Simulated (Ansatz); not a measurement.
System: Re (P6₃/mmc, No. 194, 4 atoms in the cell; start mp-1186901). Method: PBE (Ansatz, an electronic-structure program, plane waves, PAW).

Settings: plane-wave cutoff 520 eV, 24×24×6 k mesh (along the axes of the cell as run), Fermi–Dirac smearing 0.05 eV, no spin polarisation, scalar-relativistic PAW data made under PBE.

Cell (relaxed at this level):

```
CELL_PARAMETERS angstrom
      2.77703     0.00000     0.00000
     -1.38852     2.40498     0.00000
      0.00000     0.00000     8.94891
ATOMIC_POSITIONS crystal
  Re 0.00000 0.00000 0.00000
  Re 0.00000 0.00000 0.50000
  Re 0.33333 0.66667 0.25000
  Re 0.66667 0.33333 0.75000
```

### Question
Give the computed bulk modulus.

### Answer

- bulk modulus: 365 GPa

Note: the run has no spin polarisation, so it can have missed a magnetic state; the bulk modulus is −V dP/dV from two relaxed cells at ±2 % in volume; the relaxation could not lower the start's symmetry, so the cell can be a saddle point above a distorted one.

Spin–orbit coupling is not included.

A start named mp-… is a Materials Project structure, which need not be a measured phase.
